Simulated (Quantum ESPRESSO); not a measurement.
Input and output of a self-consistent single point for CrPbO3 (Pm-3m, 5 atoms in the cell) (Quantum ESPRESSO).

Level of theory: LDA (PZ)+U, PSlibrary PAW (LDA) pseudopotentials (plane waves; Quantum ESPRESSO 7.5).

```
CELL_PARAMETERS angstrom
      3.96171     0.00000     0.00000
      0.00000     3.96171     0.00000
      0.00000     0.00000     3.96171
ATOMIC_POSITIONS crystal
  Cr 0.00000 0.00000 0.00000
  Pb 0.50000 0.50000 0.50000
  O  0.00000 0.00000 0.50000
  O  0.50000 0.00000 0.00000
  O  0.00000 0.50000 0.00000
```
Moments meant for the start (each program seeds them in its own way; μB, in the order of the atoms Cr Pb O O O): 3.0 0.0 0.0 0.0 0.0.

Reference input (self-consistent single point, DFT, LDA (PZ), plane waves, PSlibrary PAW (LDA) pseudopotentials): ecutwfc = 55 Ry; ecutrho = 495 Ry; occupations = smearing; smearing = gaussian; degauss = 0.0036749 Ry; nspin = 2; K_POINTS = automatic 8 8 8 0 0 0; conv_thr = 1e-10 Ry; mixing_beta = 0.3. This run's input differs from it in these lines:

```diff
@@ -40,2 +40,4 @@
 8 8 8  0 0 0
+HUBBARD {ortho-atomic}
+U Cr-3d 3
```

Log, with long lists cut:

```
     Self-consistent Calculation

     iteration #  1     ecut=    55.00 Ry     beta= 0.30

     =================== HUBBARD OCCUPATIONS ===================
     ------------------------ ATOM    1 ------------------------
     Tr[ns(  1)] (up, down, total) =   2.73098  0.45780  3.18877
     Atomic magnetic moment for atom   1 =   2.27318
     SPIN  1
     eigenvalues:
       0.259  0.259  0.738  0.738  0.738
     SPIN  2
     eigenvalues:
       0.058  0.058  0.058  0.141  0.141

     Number of occupied Hubbard levels =    3.1888

     total energy              =   -1213.84417166 Ry
     estimated scf accuracy    <       2.12778080 Ry

   [... lines left out ...]

     total energy              =   -1214.47968013 Ry
     estimated scf accuracy    <          1.5E-10 Ry

     total magnetization       =     2.00 Bohr mag/cell
     absolute magnetization    =     2.93 Bohr mag/cell

     iteration # 21     ecut=    55.00 Ry     beta= 0.30

     Magnetic moment per site  (integrated on atomic sphere of radius R)
     atom   1 (R=0.206)  charge= 10.7777  magn=  2.0512
     atom   2 (R=0.292)  charge= 11.2155  magn= -0.0301
     atom   3 (R=0.206)  charge=  5.3455  magn= -0.1364
     atom   4 (R=0.206)  charge=  5.3455  magn= -0.1364
     atom   5 (R=0.206)  charge=  5.3455  magn= -0.1364
     End of self-consistent calculation

     =================== HUBBARD OCCUPATIONS ===================
     ------------------------ ATOM    1 ------------------------
     Tr[ns(  1)] (up, down, total) =   3.32073  0.85676  4.17749
     Atomic magnetic moment for atom   1 =   2.46396
     SPIN  1
     eigenvalues:
       0.347  0.347  0.876  0.876  0.876
     SPIN  2
     eigenvalues:
       0.118  0.118  0.118  0.252  0.252

     Number of occupied Hubbard levels =    4.1775

     the Fermi energy is    10.0790 ev

!    total energy              =   -1214.47968013 Ry
     estimated scf accuracy    <          2.1E-11 Ry
     smearing contrib. (-TS)   =      -0.00026122 Ry
     internal energy E=F+TS    =   -1214.47941891 Ry

     Hubbard energy            =       0.16184284 Ry

   [... lines left out ...]
     total magnetization       =     2.00 Bohr mag/cell
     absolute magnetization    =     2.93 Bohr mag/cell
   [... lines left out ...]
   [... zero for the other atoms too ...]

     Total force =     0.000000     Total SCF correction =     0.000000

          total   stress  (Ry/bohr**3)                   (kbar)     P=     -195.40
  -0.00132832   0.00000000   0.00000000         -195.40        0.00        0.00
   0.00000000  -0.00132832   0.00000000            0.00     -195.40        0.00
   0.00000000   0.00000000  -0.00132832            0.00        0.00     -195.40

   JOB DONE.
```

The run converged in 21 iterations. Against the reference run the pressure goes from -21.94 to -19.54 GPa and the size of the net moment stays at 0.40 μB/atom.

The starting cell comes from a database of computed structures (which also holds hypothetical and non-ambient phases and stackings), without a prior relaxation at this level. Its lattice was rescaled by a random factor within 2.5 % of one. With one magnetic atom in the cell only a parallel order is possible. With U or open f shells several self-consistent states can exist. With a pressure of about -20 GPa the cell is away from its equilibrium volume at this level.

Cost on one core of a shared machine: roughly 2 min.
